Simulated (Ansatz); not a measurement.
Start from Sc in the hcp (Mg type) structure (space group P6_3/mmc, No. 194; relaxed with 0.1 eV smearing).

```yaml
crystal:
  lattice:
    - [3.27535, 0.00000, 0.00000]
    - [-1.63768, 2.83654, 0.00000]
    - [0.00000, 0.00000, 5.10512]
  atoms:
    - { symbol: Sc, position: [0.66667, 0.33333, 0.25000] }
    - { symbol: Sc, position: [0.33333, 0.66667, 0.75000] }
```

Cartesian axes are those of the cell as printed.

All numbers come from Kohn–Sham DFT with the PBEsol functional, run in Ansatz (an electronic-structure program) with PAW and 420 eV plane waves, no spin-orbit coupling.

Base values:

Pressure: 0.0 GPa

One thing is altered: the cell is stretched by 1.00 % along z with no lateral relaxation, atoms relaxed at fixed cell.

**Question.** What does the calculation give for the energy relative to the base after the change?

**Answer.** The energy rises by 0.8 meV/atom.

**Question.** How does this affect the pressure?

**Answer.** The pressure (mean of the normal stresses, compression positive) goes from zero to -0.5 GPa.

The cells carry an imposed strain or load. Whether these cells are dynamically stable was not tested. All final runs are without spin polarisation.
